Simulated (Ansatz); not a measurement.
**Pressure series in CdS**

Base system: CdS in the zinc blende structure (space group F-43m, No. 216).

```
CELL_PARAMETERS angstrom
      0.00000     2.93887     2.93887
      2.93887     0.00000     2.93887
      2.93887     2.93887     0.00000
ATOMIC_POSITIONS crystal
  S  0.25000 0.25000 0.25000
  Cd 0.00000 0.00000 0.00000
```

Cell and atoms are relaxed at each pressure.

All numbers come from Ansatz (a quantum-chemistry and plane-wave program) r2SCAN, spin-orbit coupling left out.

```json
[
 {"pressure (GPa)": "-2", "band gap (eV)": "1.46"},
 {"pressure (GPa)": "-1", "band gap (eV)": "?"},
 {"pressure (GPa)": "0", "band gap (eV)": "1.54"},
 {"pressure (GPa)": "3", "band gap (eV)": "1.64"},
 {"pressure (GPa)": "7", "band gap (eV)": "1.75"},
 {"pressure (GPa)": "15", "band gap (eV)": "1.90"}
]
```

### Question
Fit E_g = E₀ + αP + βP² to the rows shown and predict the withheld row.

### Answer
Least squares on the printed values gives E₀ = 1.54 eV, α = 36.2 meV/GPa, β = -0.81 meV/GPa² (largest residual 0.00 eV); this predicts 1.50 eV, and the run gives 1.50 eV, in agreement.

Load acts through the strain it causes; cell and atoms are relaxed under it. Stability against distortions was not tested. Tetrahedral semiconductors of this kind turn to denser phases somewhere between about 1 and 50 GPa; those were not computed, so compressed cells here can lie past the real transition.
